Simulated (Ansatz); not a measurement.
Seebeck coefficient (μV/K, mean over directions) of p-type GaAs (F-43m) against carrier density, Ansatz (a first-principles code) with r2SCAN with spin-orbit coupling, rigid bands. Computed gap 0.89 eV; densities at which minority carriers matter at this gap, or further valleys turn the trend, are left out. Conductivity mass 0.40 mₑ (harmonic mean over directions), N_v = 1.2e19 cm⁻³ at 300 K.

| hole density | 300 K | 500 K |
|---|---|---|
| 1e16 cm⁻³ | 829 | ? |
| 1e17 cm⁻³ | 631 | 714 |
| 1e18 cm⁻³ | 433 | ? |
| 3e18 cm⁻³ | 340 | 422 |
| 1e19 cm⁻³ | 243 | 321 |
| 3e19 cm⁻³ | 163 | 235 |
| 1e20 cm⁻³ | 98 | 154 |
| 3e20 cm⁻³ | 63 | 102 |
| 1e21 cm⁻³ | 38 | ? |

Problem. Complete the blanks.

Solution. 
- 1e16 cm⁻³, 500 K: 912
- 1e18 cm⁻³, 500 K: 515
- 1e21 cm⁻³, 500 K: 62

Rigid bands with a gap fixed in temperature, one relaxation time for all states, no polarons or phonon drag, and whether or not such doping can be reached. Geometry: cell and atoms relaxed with PBEsol.
